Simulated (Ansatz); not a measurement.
Pt on the (0001) surface of wurtzite GaN (2x2 N adatom at H3; a constructed slab, bottom: 3 H on 4 bottom sites), one in a cell of 36 Å², started at the site 'over Ga at depth 1.1 Å'

Host crystal: wurtzite GaN, with a band gap (PBE, scalar-relativistic without spin-orbit coupling).

Method: PBE (plane waves to 420 eV, PAW; Ansatz, a program for electronic structure).

Slab: 45 atoms, 13.4 Å thick at the start with caps and adatoms under the adsorbate (thin: gaps and levels are the slab's own); k 4x4x1, smearing 0.01 eV, dipole-corrected; 23 atoms held, the rest relaxed; symmetry of the start imposed; spin-polarised, no spin-orbit, no U, no dispersion correction. The starting moment vanished. At the end it is bonded to Ga + N. In PBE it is, or lies within 0.03 eV of, the lowest of the starts that converged.

| Item | Result |
|---|---|
| energy of the end state, in which the adsorbate broke or entered a bond of the host, against an atom of fcc Pt | 0.69 eV |
| gap of the slab on its k-mesh | 0.30 eV |
| highest filled level below the top vacuum level | 5.01 eV |
| change of the step from the bottom to the top vacuum level, against the clean slab | -0.31 eV |
| energy released by relaxation | 1.69 eV |
| height of the binding atom over the mean of the host atoms within 0.3 Å of the top one | 0.851 Å |
| magnetic moment of the cell | 0.00 μB |
| largest move of a host atom | 0.71 Å |
| caution | the clean host was not checked against rearrangement in a larger or rattled cell |
| note | in the relaxation the adsorbate left its starting site by 0.6 Å |

A negative adsorption energy means that the adsorbate is more stable on the surface than in its reference.
